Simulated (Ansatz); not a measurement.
Cells marked so need not be the phases stable at ambient conditions, and some may be hypothetical.

 Where the default PAW files enter, the runs use the earlier of Ansatz's two default sets.

The gap is the functional's own, uncorrected, and κ follows it; spin-orbit coupling is left out. Mid-gap values are interpolated between the computed energies.

A. CdBr$_{2}$ (R-3m, not sure to be the ambient phase, 3 atoms a cell, 29.1 Å³ an atom), along the normal of (001)
B. Na₂WO₄ (Fd-3m, spinel, not sure to be the ambient phase, 14 atoms a cell, 13.3 Å³ an atom, -2 GPa at this level), along the normal of (001)
C. LiNO₃ (R-3c, not sure to be the ambient phase, 10 atoms a cell, 9.3 Å³ an atom), along the normal of (101)
D. Sr4As2O (I4/mmm, not sure to be the ambient phase, 7 atoms a cell, 27.6 Å³ an atom), along the normal of (001)
E. Sr2ZnMoO6 (Fm-3m, not sure to be the ambient phase, 10 atoms a cell, 13.0 Å³ an atom, -7 GPa at this level), along the normal of (111)

Question: Rank these by mid-gap decay constant of the slowest evanescent state (highest first), as Ansatz (a first-principles code) with r2SCAN gives it.

Answer: C (0.57 1/Å), B (0.51 1/Å), E (0.33 1/Å), A (0.26 1/Å), D (0.15 1/Å)
